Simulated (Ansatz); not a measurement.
The (21-30) face of hcp Ti can be cut between different planes. Symmetric, stoichiometric slabs relaxed in the 1x1 cell (36.2 Å²): top plane Ti, 0.32 Å over the next in the ideal cut; top plane Ti, 0.64 Å over the next in the ideal cut.

These are PBE (plane waves to 420 eV, PAW; Ansatz, a first-principles code) values and carry that method's errors.

Question: Put the candidates in order of surface energy, lowest first, for PBE.

Answer: the cut with an outer spacing of 0.32 Å (2.00 J/m²), the cut with an outer spacing of 0.64 Å (2.04 J/m²)
